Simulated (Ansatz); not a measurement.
Cells marked so need not be the phases stable at ambient conditions, and some may be hypothetical.

No gap correction and no spin-orbit coupling; mid-gap values are interpolated between computed energies.

A. CsAuBr₃ (I4/mmm, not sure to be the ambient phase, 10 atoms a cell, 35.0 Å³ an atom), along the normal of (101)
B. K2TeBr6 (Fm-3m, not sure to be the ambient phase, 9 atoms a cell, 33.6 Å³ an atom), along the normal of (110)
C. In₆TeO₁₂ (R-3, not sure to be the ambient phase, 19 atoms a cell, 12.3 Å³ an atom), along the normal of (110)

**Question.** Order them by mid-gap decay constant of the slowest evanescent state (highest first) at the level r2SCAN (Ansatz, a quantum-chemistry and plane-wave program).

**Answer.** B (0.22 1/Å), C (0.18 1/Å), A (0.08 1/Å)
